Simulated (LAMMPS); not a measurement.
MD of Si (diamond structure) at zero pressure, 1728 atoms, as a liquid; each row is its own run.

All values are model results, not measurements: classical MD, pair style tersoff, file SiC_Erhart-Albe.tersoff, run in LAMMPS.

```csv
T (K),D(Si) (cm²/s)
2110,9.93e-6
2360,3.49e-5
2700,7.36e-5
```

Q: Fit an Arrhenius law, ln y = a + b / x, to these rows (x is the first column, y the second) and predict the run at x = 2190.

A: Least squares gives a = -2.2817 and b = -19290. The slope times kB gives an activation energy of 1.66 eV. At x = 2190 the fit predicts 1.53e-5 cm²/s. The run itself gave (1.79 ± 0.04) × 10^-5 cm²/s, so the fit is 15 % low.

Caution (row 2110): enthalpy drifts during the constant-pressure average: a transition or slow ageing; fluctuation values are void.

Caution (rows 2110; 2190; 2360): this liquid lies under the melting point of about 2580 K that SiC_Erhart-Albe.tersoff gives, so it is undercooled.

Errors of D are the spread over four groups of atoms in one short run; a floor of about 5 %, a picked value, is safer.
